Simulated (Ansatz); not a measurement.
Consider this model of amorphous Si$_{26}$O$_{36}$C$_{8}$.

```xyz
70
Lattice="10.0330 -0.3892 0.2381 -0.3903 10.0503 0.1551 0.2408 0.1555 10.5304" Properties=species:S:1:pos:R:3 pbc="T T T"
Si     5.1414     9.7551     4.1463
Si     2.4301     5.8879     0.8035
Si     7.1495     8.1966     7.3598
Si     7.1812     8.8057     2.0112
Si     1.3624     4.7691     6.7452
Si     2.7383     3.2435     0.8214
Si     9.3995     0.6905     6.9391
Si     6.5550     5.8194     2.7226
Si     2.4931     7.2654     7.3820
Si     7.7984     2.1182     1.8291
Si     2.1793     1.7652     6.2382
Si     1.1314     6.6872     4.7159
Si     5.3732     7.3191     6.0939
Si     6.7961     2.1824     4.4431
Si     6.0211     5.1674    10.4983
Si     0.4132     3.7900     0.9141
Si     9.5521     1.3060    10.1119
Si     5.4346     4.9300     5.3104
Si     8.3955     5.3351     6.9134
Si     3.0610     8.1377    10.1700
Si     6.7141     3.9889     7.9479
Si     9.0536     5.1641     4.6174
Si     5.4054     9.5735     9.7943
Si     2.8864     1.1616     3.1428
Si     4.2400     2.1726     8.5062
Si     0.3534     9.6882     1.4902
O      2.2371     5.6851     7.7764
O      4.9166     8.3024     4.8493
O      1.4758     0.5185     2.5595
O      4.0921     7.3621     7.0982
O      6.5338     4.7895     1.4488
O      1.5960     3.1887     6.7871
O      0.8995     0.7317     6.2685
O      6.4866     7.3092     2.0652
O      3.4878     2.7173     9.9063
O      5.8867     0.9481     5.0398
O      6.4705     3.6491     5.0979
O      6.5483     9.5901     3.3183
O      9.3457     1.0472     8.5140
O      4.3860     4.0129     6.3256
O      8.1686     6.8869     7.5409
O      7.9618     5.7917     3.5451
O      8.8527     8.7541     2.1634
O      6.3497     8.6964     8.7101
O      3.3270     2.3756     2.1145
O      2.2508     8.2273     8.6805
O      5.2919     0.9826     9.0009
O      3.2857     1.3914     7.3870
O      5.2728     5.4236     3.7126
O      6.9006     4.0477     9.6083
O      1.5701     7.6413     6.0358
O     10.0173     2.8710    10.3230
O      0.7988     5.3797     0.6314
O      9.8556     4.7456     7.4227
O      1.7784     5.2304     5.1965
O      8.9474     2.0887     6.1006
O      6.5001     2.2401     2.8285
O      8.0407     9.4624     6.7715
O      4.1480     0.0880     3.1905
O      1.7534     7.3998     3.3619
O      0.7126     0.7099    10.5073
O      2.6973     1.7390     4.6786
C      5.0117     3.6395     7.5365
C      9.2071     3.3035     3.9606
C      9.1960     3.0845     2.5151
C      6.9094    -0.2589     0.4321
C      1.6477     8.3475     1.1312
C      8.6376     2.2800     4.7698
C      1.9962     7.3513     2.0250
C      7.7350     0.9450     0.5031
```

The numbers are results of PBE, scalar-relativistic without spin-orbit coupling (plane waves to 420 eV, PAW; Ansatz, a program for electronic structure), not measurements. In the spin-polarised cell the level spacing at the Fermi energy can part levels of unlike spin.

The cell was made by melting and quenching with the CHGNet potential and then relaxed with DFT. O atoms were pushed apart under 1.9 Å during the dynamics, to hinder bonds among them. The hot cell started wider than the set density and was brought back towards it in steps. It is the lowest in DFT energy of 2 quenches. It is a model cell: composition and starting density were chosen by hand, and all elements were melted together. No dispersion term was used. Its density started from a set value of 2.20 and ended at 2.20 g/cm³. The quench (nominally 400 K/ps over its main leg) was far faster than any real one, so the model tends to hold more defects than a real film. A cell of this size samples the disorder only roughly. The volume was held where the preparation left it and the shape relaxed, at a PBE pressure of -2.9 GPa (tension). Stress components on the final sampling reach 2.9 GPa.

Bonds are counted up to Si-Si 2.60 Å, Si-O 1.92 Å, Si-C 2.19 Å, O-O 1.58 Å, O-C 1.60 Å, C-C 1.78 Å. Two cations that share two anions don't count as bonded, nor two that share one unless they lie closer than Si-Si 2.38 Å, Si-C 2.00 Å, C-C 1.63 Å.

Question: Give the coordination numbers, mean bond lengths and angles.

Answer: 
```yaml
Mean coordination of Si: 3.69 (1 with 2, 6 with 3, 19 with 4)
Mean coordination of O: 2.00 (36 with 2)
Mean coordination of C: 3.00 (8 with 3)
Mean Si-O bond: 1.657 Å (spread 0.023 Å, 69 counted)
Mean Si-Si bond: 2.412 Å (spread 0.048 Å, 7 counted)
Mean Si-C bond: 1.880 Å (spread 0.061 Å, 13 counted)
Mean C-C bond: 1.433 Å (spread 0.033 Å, 4 counted)
Bond angle at Si: mean 109.2°, spread 9.5°
Bond angle at O: mean 139.3°, spread 15.8°
Bond angle at C: mean 118.7°, spread 10.0°
```

Question: Which atoms depart from the most common coordination of their element?

Answer: Si2 has 3 (O53 1.72 Å, C69 1.95 Å, Si20 2.43 Å; Si6 at 2.66 Å just beyond); Si6 has 3 (O45 1.66 Å, O35 1.68 Å, Si16 2.39 Å; Si2 at 2.66 Å just beyond); Si10 has 3 (O57 1.64 Å, C70 1.77 Å, C65 1.83 Å); Si15 has 2 (O31 1.68 Å, O50 1.68 Å); Si20 has 3 (O46 1.70 Å, C67 1.93 Å, Si2 2.43 Å); Si21 has 3 (O50 1.67 Å, C63 1.79 Å, Si19 2.39 Å); Si23 has 3 (O47 1.67 Å, O44 1.68 Å, C66 1.93 Å).
